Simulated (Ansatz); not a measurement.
System: cubic perovskite KCdF3. Method: r²SCAN+rVV10 (Ansatz, a quantum-chemistry and plane-wave program, plane waves, PAW).

Run with plane-wave cutoff 560 eV, 8×8×8 k mesh, Fermi–Dirac smearing 0.01 eV, scalar-relativistic PAW data made under PBE.

Pressure at four volumes; x = ln(V/16.630 Å³). One pressure is withheld.

```tsv
V (Å³/atom)	x	P (GPa)
15.632	-0.0619	4.94
16.630	0.0000	0.00
17.295	0.0392	-2.45
17.628	0.0583	?
```

Q: Pass a parabola P(x) through the three rows shown, estimate the bulk modulus and its pressure derivative near zero pressure, and predict the withheld pressure.

A: Slopes between the rows: (0.00 − (4.94))/(0.0000 − (-0.0619)) = -79.81 and (-2.45 − (0.00))/(0.0392 − (0.0000)) = -62.50 GPa. Their difference over the span 0.1011 is c = 17.31/0.1011 = 171.2 GPa, so P(x) = 4.94 + (-79.81)(x − (-0.0619)) + 171.2 (x − (-0.0619))(x − (0.0000)). At the middle row B = −dP/dx = −[-79.81 + 171.2 × 0.0619] = 69.2 GPa, and B′ = dB/dP = 2c/B = 4.9. At x = 0.0583 the parabola gives -3.45 GPa; the run gives -3.48 GPa. The Birch–Murnaghan fit to the energies at all volumes has B0 = 68.7 GPa and B′ = 4.8.

Note: the relaxation could not lower the start's symmetry, so the cell can be a saddle point above a distorted one.
